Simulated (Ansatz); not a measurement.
SnO2: strain tensor (xx, yy, zz, yz, xz, xy) = (+1.28, −0.57, −0.89, +1.22, −0.73, +0.69) %

Take SnO$_{2}$ in the rutile structure (space group P4_2/mnm, No. 136; a = 4.7599 Å, c = 3.2008 Å) as the base. Axes: x, y, z lie along a, b, c of the conventional cell.

Modification: strain tensor (xx, yy, zz, yz, xz, xy) = (+1.28, −0.57, −0.89, +1.22, −0.73, +0.69) %; the atoms relax in the strained cell.

Computed with r2SCAN, PAW, 500 eV (Ansatz, a first-principles code; scalar-relativistic without spin-orbit coupling). k-mesh 7×7×10 (Γ-centred); smearing 0.05 eV (Fermi–Dirac).

The space group changes from P4_2/mnm (No. 136) to P-1 (No. 2) and the shortest interatomic distance falls by 0.021 Å (2.059 Å → 2.038 Å). The energy increases by 6.0 meV/atom and the pressure (mean of the normal stresses, compression positive) goes from zero to 0.94 GPa. The band gap goes up by 0.05 eV to 1.82 eV and the gap character stays direct at Γ. The electron mass changes from 0.19 mₑ along c, 0.22 mₑ across (at Γ) to 0.20 mₑ along z, 0.24 mₑ across (at Γ) and the valence-band top at Γ (three highest levels, from the VBM) changes from 0.00, -0.77, -0.77 eV to 0.00, -0.72, -0.84 eV. The largest internal atomic displacement is 0.026 Å and the stress (xx, yy, zz, yz, xz, xy; compression positive) is (-0.77, 0.68, 2.92, -2.39, 1.46, -2.85) GPa.

Final structure:

```xyz
6
Lattice="4.8208 0.0328 -0.0347 0.0328 4.7328 0.0581 -0.0234 0.0390 3.1723" Properties=species:S:1:pos:R:3 pbc="T T T"
Sn     0.0000     0.0000     0.0000
Sn     2.4152     2.4023     1.5978
O      1.4964     1.4418     0.0118
O      3.8934     0.9797     1.5523
O      0.9370     3.8250     1.6433
O      3.3572     3.3238     0.0115
```

Cost of the whole job for the changed cell (relaxation, final SCF and bands): around 8 core-minutes (rough).

Masses are band curvatures over ±0.01 Å⁻¹ around the edge. Stability against distortions was not tested. Labels are those of the standard path for the cell's own space group.
